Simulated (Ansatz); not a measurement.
The starting structures come from a database of crystals and need not be the phases stable at ambient conditions.

Tunnelling through a barrier is set by its complex band structure: the current falls as exp(−2κd) with the smallest κ.

```yaml
crystal:
  lattice:
    - [6.77263, 0.00000, 0.00000]
    - [2.91579, 6.56849, 0.00000]
    - [3.38632, 0.00000, 4.32147]
  atoms:
    - { symbol: Na, position: [0.66925, 0.25000, 0.66150] }
    - { symbol: Na, position: [0.33075, 0.75000, 0.33850] }
    - { symbol: Mg, position: [0.00000, 0.00000, 0.00000] }
    - { symbol: Mg, position: [0.00000, 0.50000, 0.00000] }
    - { symbol: S, position: [0.32156, 0.25000, 0.35688] }
    - { symbol: S, position: [0.67844, 0.75000, 0.64312] }
    - { symbol: O, position: [0.12838, 0.13591, 0.55470] }
    - { symbol: O, position: [0.87162, 0.86409, 0.44530] }
    - { symbol: O, position: [0.31692, 0.36409, 0.55470] }
    - { symbol: O, position: [0.68308, 0.63591, 0.44530] }
    - { symbol: O, position: [0.59322, 0.10438, 0.15218] }
    - { symbol: O, position: [0.40678, 0.89562, 0.84782] }
    - { symbol: O, position: [0.25460, 0.39562, 0.15218] }
    - { symbol: O, position: [0.74540, 0.60438, 0.84782] }
    - { symbol: F, position: [0.92218, 0.25000, 0.15564] }
    - { symbol: F, position: [0.07782, 0.75000, 0.84436] }
```

Space group of this cell: C2/c. The cell is taken as given; by r2SCAN its mean pressure is -4.1 GPa.

Transport runs along the normal of the first two printed cell vectors.

No gap correction and no spin-orbit coupling; mid-gap values are interpolated between computed energies.

Task: State the band gap and the smallest decay constant κ at mid-gap according to r2SCAN run with Ansatz (a first-principles code).

Result: Gap 6.34 eV on a 8×6×8 mesh; κ = 0.517 1/Å, at the zone centre.
